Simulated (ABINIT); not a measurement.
ABINIT 10.0.3, DFT, PBE, plane waves, JTH v2.0 PBE PAW: Sr(PbN)2 (from the phase in space group 164, mp-1246885) (N2SrPb2), 5 atoms. Basis and mesh were picked for this test and aren't claimed converged.

```json
{
 "cell": "3.58, 3.58, 9.48 Å; 90, 90, 120°",
 "task": "scf",
 "ecut": "20 Ha",
 "pawecutdg": "40 Ha",
 "nband": "32",
 "k mesh (ngkpt)": "6×6×2",
 "shiftk": "0×0×0",
 "nstep": "100",
 "tolvrs": "1e-09",
 "occopt": "7",
 "tsmear": "0.002 Ha",
 "prtwf": "0",
 "prtden": "0",
 "paral_kgb": "1",
 "ranks over k-points and spins (np_spkpt)": "2",
 "ranks over bands (npband)": "1",
 "ranks over FFT planes (npfft)": "1",
 "bands a rank in one block (bandpp)": "32",
 "wfoptalg": "114",
 "nline": "4 (default)",
 "kptopt": "1 (default)",
 "k-points after symmetry": "14",
 "bands": "32",
 "symmetry_operations": "12"
}
```

Settings of this run: diemac = 12, iprcel = 0, iscf = 17, diemix = 0.2, npulayit = 7, dielng = 1.07748; 2 ranks.

| iteration | deltaE (Ha) | residm | nres2 |
|---|---|---|---|
| 1 | -1.738E+02 | 9.199E-04 | 7.066E+01 |
| 2 | 2.040E-01 | 9.736E-06 | 1.456E+01 |
| 3 | 6.432E-02 | 5.469E-05 | 3.157E+00 |
| 4 | 9.954E-03 | 5.467E-04 | 9.770E-01 |
| 5 | 4.542E-03 | 8.177E-06 | 7.222E-02 |
| 6 | 1.332E-04 | 5.120E-07 | 1.140E-02 |
| 7 | -2.611E-05 | 1.292E-07 | 2.662E-03 |
| 8 | -4.606E-06 | 8.240E-07 | 1.827E-04 |
| 9 | -1.169E-06 | 1.561E-04 | 9.437E-05 |
| 10 | -8.907E-07 | 5.925E-06 | 1.260E-05 |
| 11 | -2.274E-07 | 1.821E-05 | 1.661E-06 |
| 12 | -3.752E-08 | 4.818E-06 | 6.254E-07 |
| 13 | -2.806E-08 | 2.893E-06 | 2.342E-07 |
| 14 | -1.252E-08 | 6.981E-06 | 1.490E-07 |
| 15 | -7.793E-09 | 1.647E-06 | 9.129E-08 |
| 16 | -4.791E-09 | 2.988E-06 | 5.851E-08 |
| 17 | -2.847E-09 | 1.447E-06 | 3.754E-08 |
| 18 | -1.828E-09 | 1.668E-06 | 2.412E-08 |
| 19 | -1.121E-09 | 1.321E-06 | 1.535E-08 |
| 20 | -6.638E-10 | 5.979E-07 | 9.871E-09 |
| 21 | -3.797E-10 | 7.091E-07 | 6.369E-09 |
| 22 | -2.200E-10 | 4.058E-07 | 4.112E-09 |
| 23 | -1.165E-10 | 3.665E-07 | 2.568E-09 |
| 24 | -5.204E-11 | 2.802E-07 | 1.646E-09 |
| 25 | -2.140E-11 | 2.512E-07 | 1.055E-09 |
| 26 | 2.899E-12 | 2.590E-07 | 6.767E-10 |

It converged after 26 SCF iterations.

Q: Which change of one setting makes this cycle converge in far fewer steps?

A: This is not unique; one that fits is diemix = 0.7 (default) (11 SCF iterations) or diemix = 1 (12 SCF iterations) or diemix = 0.4 (13 SCF iterations), all else kept. The first change moves the result by: energy under 0.001 meV/atom, forces (largest component) 0.029 meV/Å, pressure under 0.001 GPa. Counts are of single runs.
